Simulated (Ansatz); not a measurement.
Hf on the 1x1 (110) surface of bcc Mo, one in a 2x2 cell, energies for each (28.3 Å²). Energies are against an atom of hcp Hf, without zero-point or thermal terms; each row is named by its start.

Level of theory: PBE (plane waves to 420 eV, PAW; Ansatz, an electronic-structure program).

Slab: 17 atoms, 6.5 Å thick at the start under the adsorbate (thin: gaps and levels are the slab's own); k 6x6x1, smearing 0.1 eV, dipole-corrected; 8 atoms held, the rest relaxed; each run with such symmetry as its start has; spin-polarised, no spin-orbit, no U, no dispersion correction.

A negative adsorption energy means that the adsorbate is more stable on the surface than in its reference. Starts that drift may end in the same place. Heights count from the host atoms within 0.3 Å of the top one.

```
starting site              E_ads (eV)  height (Å)  nearest host atom (Å)  bonded to  Δ work function (eV)  lateral drift (Å)  moment (μB)
-------------------------  ----------  ----------  ---------------------  ---------  --------------------  -----------------  -----------
top Mo                            ___        2.12                Mo 2.33       7 Mo                 -1.46                0.0          0.0
hollow Mo-Mo-Mo                  0.53        2.02                Mo 2.62       4 Mo                 -1.82                0.5          0.0
bridge Mo-Mo (span 2.7 Å)        0.82        2.06                Mo 2.54       4 Mo                   ___                0.0          0.0
bridge Mo-Mo (span 3.2 Å)        0.53        2.02                Mo 2.62       4 Mo                 -1.82                0.0          0.0
```

### Question
Some entries are withheld; supply them.

### Answer

- top Mo, E_ads (eV): 1.32
- bridge Mo-Mo (span 2.7 Å), Δ work function (eV): -1.67
